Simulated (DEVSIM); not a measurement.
**abrupt CdTe n-p junction**

Device: abrupt CdTe n-p junction, at 350 K.

| layer (left to right) | material | thickness (μm) | Nd (cm⁻³) | Na (cm⁻³) | τn (s) | τp (s) |
|---|---|---|---|---|---|---|
| 1 | CdTe | 38.0 | 2e16 | - | 4.9e-9 | 4.9e-9 |
| 2 | CdTe | 0.670 | - | 5e16 | 4.9e-9 | 4.9e-9 |

Left contact: ohmic. Right contact: ohmic. Voltage is applied to the left contact. Recombination: SRH at mid-gap. Mobility is constant in doping.

Constants are typed, rounded textbook-type inputs, not results; the design itself was drawn at random and stands for no fabricated device. Values at 300 K; Nc and Nv go as T^1.5, mobilities as T to minus their exponent, the gap by Varshni's rule with the affinity fixed.

| parameter | CdTe |
|---|---|
| gap (eV) | 1.5 |
| affinity (eV) | 4.28 |
| permittivity | 10.2 |
| Nc (cm⁻³) | 8e17 |
| Nv (cm⁻³) | 1.8e19 |
| μn (cm²/Vs) | 1000 |
| μp (cm²/Vs) | 80 |
| T exponent of μn | 1.7 |
| T exponent of μp | 1.5 |
| Varshni α (eV/K) | 0.00031 |
| Varshni β (K) | 108 |

DEVSIM, 1D drift-diffusion, Boltzmann statistics, complete ionisation; no tunnelling, impact ionisation, image-force lowering or self-heating.

```json
{
  "potential_step_across_the_device_at_zero_bias": "1.183 V",
  "largest_field_in_the_device_at_zero_bias": "75000 V/cm",
  "Dark forward voltage at 1 A/cm²": "0.966 V",
  "Dark forward voltage at 100 A/cm²": "1.261 V"
}
```

Small-signal capacitance in reverse bias (quasi-static):

```
V (V)  C (nF/cm²)
-----  ----------
0.1          29.1
0.25         27.4
0.5          25.2
0.75         23.5
1            22.1
1.5          19.9
2            18.2
2.5          16.9
3.25         15.4
4            14.2
5            13.0
```

Dark reverse current:

```tsv
V (V)	J (A/cm²)
0.10	3.4e-9
0.25	6.7e-9
0.50	1.2e-8
0.75	1.6e-8
1.00	2.0e-8
1.50	2.7e-8
2.00	3.4e-8
2.50	4.0e-8
3.25	4.8e-8
4.00	5.6e-8
5.00	6.5e-8
```
